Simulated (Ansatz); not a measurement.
# Effect of Mo → W on MoS2

Take MoS$_{2}$ in the 3R-MoS2 type structure (space group R3m, No. 160; a = 3.1754 Å, c = 18.5860 Å (hexagonal axes); layered, stacked along the Cartesian z axis) as the base.

One thing is altered: W takes the place of Mo on all its sites; the structure is relaxed again.

The values are results of Ansatz (a quantum-chemistry and plane-wave program), r2SCAN+rVV10, PAW, cutoff 500 eV, no SOC, earlier PAW set, not measurements. k-mesh 12×12×12 (Γ-centred); smearing 0.05 eV (Fermi–Dirac).

| quantity | base | changed | shift |
|---|---|---|---|
| lattice parameter a | 3.175 Å | 3.172 Å | -0.003 Å |
| c/a ratio | 5.853 | 5.902 | +0.049 |
| space group | R3m (No. 160) | R3m (No. 160) | – |
| shortest interatomic distance | 2.403 Å | 2.407 Å | +0.0032 Å |
| band gap | 1.02 eV | 1.16 eV | +0.14 eV |
| gap character | indirect, T → k = (0.167, -1/2, -0.167) in the run's primitive reciprocal basis | indirect, T → Γ–S₀ (50 % along) | – |
| smallest direct gap | 1.79 eV | 1.97 eV | +0.171 eV |
| width of the top valence band | 1.81 eV | 2.01 eV | +0.209 eV |
| electron mass | – | 0.48 mₑ along c, 0.64 mₑ across (off the special points) | – |

Final structure:

```
WS2
1.0
    1.58604     0.91570     6.24028
   -1.58604     0.91570     6.24028
    0.00000    -1.83140     6.24028
W S
1 2
Cartesian
  0.00000   0.00000   0.00007
  0.00000   0.00000  14.04213
  0.00000   0.00000  10.91830
```

Spin-orbit coupling, missing from the scalar runs, can matter with W. Effective masses come from finite differences of ±0.01 Å⁻¹. No phonon test of stability was made.
